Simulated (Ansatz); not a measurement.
We consider C11b MoSi₂, described by RPBE in Ansatz (PAW).

Settings: plane-wave cutoff 520 eV, 28×28×28 k mesh, Fermi–Dirac smearing 0.036 eV (set by the program), no spin polarisation, scalar-relativistic PAW data made under PBE.

Computed at the level's own relaxed cell.

Elastic tensor (GPa, Voigt notation, ions relaxed):

```
  381.7   105.1    84.2     0.0     0.0     0.0
  105.1   381.7    84.2     0.0     0.0     0.0
   84.2    84.2   477.9     0.0     0.0     0.0
    0.0     0.0     0.0   189.9     0.0     0.0
    0.0     0.0     0.0     0.0   189.9     0.0
    0.0     0.0     0.0     0.0     0.0   183.3
```

Problem. Work out the Voigt, Reuss and Hill averages of the bulk and shear moduli, Young's modulus and Poisson's ratio from the printed constants.

Solution. K_V = [C11 + C22 + C33 + 2(C12 + C13 + C23)]/9 = [1241.3 + 2 × 273.5]/9 = 198.7 GPa. G_V = [1241.3 − 273.5 + 3 × 563.1]/15 = 177.1 GPa. From the compliances S = C⁻¹, K_R = 197.6 and G_R = 174.4 GPa. Hill means: K = 198.1, G = 175.8 GPa. E = 9KG/(3K + G) = 407 GPa, ν = (3K − 2G)/(6K + 2G) = 0.16, K/G = 1.13.

Measured, for comparison: elastic constant C11 417 GPa, elastic constant C12 104 GPa, elastic constant C44 204 GPa, elastic constant C33 514 GPa, elastic constant C13 83.8 GPa, elastic constant C66 194 GPa (temperature not stated, not corrected to a static lattice; as tabulated in Friák et al. (2018), doi:10.3390/nano8121057). Computed (rounded) less measured: elastic constant C11 -8 %, elastic constant C12 +1.0 %, elastic constant C44 -7 %, elastic constant C33 -7 %, elastic constant C13 +0.5 %, elastic constant C66 -6 %.

The computed numbers hold no vibrational or temperature effects.

Ansatz is a quantum-chemistry and plane-wave program.
